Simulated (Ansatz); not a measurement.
Input:

```
CELL_PARAMETERS angstrom
      2.69625     0.00000     0.00000
     -1.34813     2.33502     0.00000
      0.00000     0.00000     4.98817
ATOMIC_POSITIONS crystal
  Zn 0.33333 0.66667 0.75000
  Zn 0.66667 0.33333 0.25000
```

No spin polarisation.

Method: Ansatz (a program for electronic structure) r2SCAN, no spin-orbit coupling. k-mesh 25×25×12 (Γ-centred); smearing 0.1 eV (Fermi–Dirac).

Problem. Predict the band gap.

Solution. Zero.

Problem. Estimate the pressure (mean of the normal stresses, compression positive).

Solution. -6.5 GPa.

The cells carry an imposed strain or load. Stability against distortions was not tested. The cell was made from Zn in the hcp (Mg type) structure (space group P6_3/mmc, No. 194) by this change: isotropic strain +2.99 %.
